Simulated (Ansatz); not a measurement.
Reference: monolayer Bi₂Te₃, PBE, rigid bands (plane waves, PAW, scalar-relativistic; Ansatz, an electronic-structure program); axes and stresses refer to this cell.

```xyz
5
Lattice="4.4302 0.0000 0.0000 -2.2151 3.8367 0.0000 0.0000 0.0000 23.6260" Properties=species:S:1:pos:R:3 pbc="T T T"
Bi     0.0000     2.5578     9.7483
Bi     0.0000     0.0000    13.8777
Te     0.0000     0.0000     8.0308
Te     2.2151     1.2789    11.8130
Te     0.0000     2.5578    15.5952
```

- hole conductivity mass: 0.88 mₑ
- band gap: 0.94 eV
- electron conductivity mass: 0.103 mₑ

Problem. Change: biaxial strain +5 %. What happens to hole conductivity mass, band gap, electron conductivity mass?

Solution. hole conductivity mass increases to 1.05 mₑ; band gap drops to 0.52 eV; electron conductivity mass falls to 0.092 mₑ.

Masses are for dilute carriers at 300 K, harmonic means over directions unless an axis is named. Spin-orbit coupling is left out unless a row names it; without it the gap and masses of crystals with these elements can be far off. The structure type is held under load, also where the real crystal would transform.
